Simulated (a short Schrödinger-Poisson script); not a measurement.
System: MOS inversion layer, Al2O3 on p-type Si(111), at 300 K.

From the gate side: 2.9 nm Al2O3; 410 nm Si, acceptors 1.1e18 cm⁻³.

Constants are typed, rounded textbook-type inputs, not results; the design itself was drawn at random and stands for no fabricated device. Al2O3: permittivity 9, conduction-band edge (eV) 2.7, gap (eV) 6.8, electron mass (mₑ) 0.3. Si: permittivity 11.7, conduction-band edge (eV) 0, gap (eV) 1.124, Nv at 300 K (cm⁻³) 3.1e19.

Channel valleys (confinement mass, in-plane density-of-states mass, number): Δ6 0.258, 0.358, 6. At the gate the conduction-band edge of layer 1 lies 3.03 eV − eVg above the Fermi level of the channel; the field vanishes at the back. Gaps are held at their typed values at every temperature. Mesh 0.03 nm at interfaces.

From a short Schrödinger-Poisson script (our own, NumPy): 1D Poisson equation in equilibrium, electrons quantum, Hartree (BenDaniel-Duke, 12 states a valley, the channel's in-plane mass for all, wave functions free to enter the dielectric), parabolic valleys, classical holes, full ionisation, no traps, pinning or gate leakage.

```tsv
Vg (V)	electrons (cm⁻²)	C (μF/cm²)	Δ6 E0 (meV from the Fermi level)
0.45	1.27e9	0.288	253.8
0.5	6.45e9	0.305	211.8
0.55	3.13e10	0.403	171.0
0.6	1.27e11	0.703	134.7
0.65	3.62e11	1.12	107.5
0.7	7.31e11	1.42	89.1
0.75	1.19e12	1.61	76.3
0.8	1.70e12	1.73	66.7
0.85	2.25e12	1.81	59.2
0.9	2.82e12	1.87	53.0
0.95	3.40e12	1.92	47.8
1	4.01e12	1.95	43.2
1.05	4.62e12	1.98	39.2
1.1	5.24e12	2.01	35.6
1.15	5.87e12	2.03	32.2
1.2	6.51e12	2.05	29.2
1.25	7.16e12	2.07	26.4
```

Gate voltages with under 1e9 electrons/cm² are left out.

Problem. At Vg = 1.25 V the lowest Δ6 subband lies at 26.4 meV from the Fermi level. How many electrons does it hold, and what share of all?

Solution. The two-dimensional density of states is g m/(πħ²) = 8.97e11 cm⁻² meV⁻¹ (both spins), kT = 25.9 meV, so n = D kT ln(1 + exp(−E/kT)) = 7.14e12 cm⁻², 1.00 of the 7.16e12 cm⁻² in all.

Problem. Compare the slope of the sheet density between 1.15 and 1.25 V with the geometric capacitance of the layers between gate and channel.

Solution. q Δn/ΔV = 2.07 μF/cm²; ε0/Σ(t/ε) = 2.75 μF/cm². The ratio is 0.75: the channel acts as a further capacitance in series.
